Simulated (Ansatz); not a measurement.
**A constructed model of the (0001) surface of hcp Os, a pseudomorphic layer of Ga in the host's stacking (bottom of the slab: a bare face, its two planes held)**

The numbers are results of PBE (plane waves to 420 eV, PAW; Ansatz, a quantum-chemistry and plane-wave program), not measurements.

Model: 7-atom slab, 13.1 Å thick at the start, 16x16x1 mesh, Fermi-Dirac 0.1 eV, dipole correction, 2 atoms held, the rest relaxed; start symmetry kept, larger cells not searched; no spin, no spin-orbit, no U. It is one candidate, not shown to be the stable structure of the face.

```json
{
  "work_function_of_the_top_face": "4.47 eV",
  "energy_released_by_relaxation": "0.024 eV",
  "cost": "roughly 2.4 core-minutes"
}
```
